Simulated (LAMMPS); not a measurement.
SiO2 (stishovite, a high-pressure form) at 1440 K and zero pressure, started from the crystal, with several potentials, in cells of their own sizes.

Interatomic potentials used:
- SiO.1990.vashishta: classical MD, pair style vashishta, file SiO.1990.vashishta (LAMMPS); P. Vashishta, R. K. Kalia, J. P. Rino, and I. Ebbsjo, Phys. Rev. B 41, 12197 (1990).
- SiO.1994.vashishta: classical MD, pair style vashishta, file SiO.1994.vashishta (LAMMPS); Nakano, Kalia, and Vashishta, J. Non-Crystal. Solids, v. 171, p. 157 (1994)
- ionic pair potential bks1990: classical MD, Buckingham potential of van Beest, Kramer and van Santen, Phys. Rev. Lett. 64, 1955 (1990), used with rigid ions (no shells), PPPM sums, short-range terms cut at 10 Å, modified for these runs by an r^-4 repulsive force inside the short-range force's maximum (LAMMPS)

```tsv
potential	state	volume	first peak of g(r), O-Si	coordination number of O by Si	mean phonon frequency	rough cost (ms per atom and simulated ps)
ionic pair potential bks1990	crystal; no diffusion seen in 21 ps	7.8559 ± 0.0007 Å³/atom	1.75 Å, height 7.1	3.00 (counted to 2.54 Å)	19.0 THz	10 to 30
SiO.1990.vashishta	solid that has left the starting structure; no diffusion seen in 30 ps	12.82 ± 0.03 Å³/atom	1.61 Å, height 14.1	1.98 (counted to 2.26 Å)	19.2 THz	10 to 30
SiO.1994.vashishta	solid that has left the starting structure; no diffusion seen in 30 ps	17.11 ± 0.03 Å³/atom	1.61 Å, height 17.3	1.94 (counted to 2.26 Å)	-	1 to 3
```

Costs are rough: whole-run CPU time with set-up and analysis, from shared machines, in bands a factor of about three wide.

Caution (row ionic pair potential bks1990): in nature this polymorph isn't the stable one over the whole range of temperature at this pressure, and short runs keep a crystal in its starting form.

Caution (row ionic pair potential bks1990): a run this short can hold a crystal over, or a liquid under, the potential's own melting point, which these runs don't give.

Caution (rows SiO.1990.vashishta; SiO.1994.vashishta): enthalpy drifts during the constant-pressure average: a transition or slow ageing; fluctuation values are void.

Caution: with SiO.1990.vashishta the 0 K volume of this crystal is 30 % off the measured one.

Caution: with SiO.1994.vashishta the 0 K volume of this crystal is 40 % off the measured one.

States go by the mean squared displacement: a species diffuses where it passes 1.5 Å², still rises and gives D over 1e-6 cm²/s; a crystal has left its structure where atoms lie 0.35 Å off their sites on average or a cubic box changes its shape by 3 %, or the axial ratios of another lie 8 % off the starting cell's, which the potential's own relaxation can also do.

The ± values are statistical; the model's systematic error is not in them.
